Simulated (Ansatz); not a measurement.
System: B20 (FeSi-type) FeGe. Method: PBE-D4 in Ansatz (plane waves, PAW).

Run with plane-wave cutoff 520 eV, 12×12×12 k mesh, Fermi–Dirac smearing 0.05 eV, spin-polarised with parallel moments, scalar-relativistic PAW data made under PBE.

Properties against volume:

Shape and atoms are relaxed at each volume.

```
V (Å³/atom)  P (GPa)  moment (μB per cell of 8 atoms)
-----------  -------  -------------------------------
11.799          8.08                             4.00
12.045          3.79                             4.06
12.291         -0.02                             4.11
12.536         -3.34                             4.17
12.782         -6.27                             4.23
```

Note: the collinear magnetic order is the start's and need not be the measured one; the bulk modulus comes from volumes at which shape and atoms were relaxed.

Ansatz is an electronic-structure program.
